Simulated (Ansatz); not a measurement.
The reference is TiC in the rock salt structure (space group Fm-3m, No. 225; a = 4.328 Å; relaxed with 0.1 eV smearing). Axes: x, y, z lie along the cube axes.

Method: Ansatz (a program for electronic structure), r2SCAN, PAW, cutoff 500 eV, no SOC.

Before the change:

```
Quantity   Result
--------  -------
Pressure  0.0 GPa
```

It is then changed as follows: the cell is stretched by 1.50 % along z with no lateral relaxation, atoms relaxed at fixed cell.

### Question
What does the calculation give for the pressure and energy relative to the base after the change?

### Answer
The pressure (mean of the normal stresses, compression positive) goes from zero to -3.7 GPa; the energy grows by 3.6 meV/atom.

The cells carry an imposed strain or load. No phonon test of stability was made. The final runs are not spin-polarised.
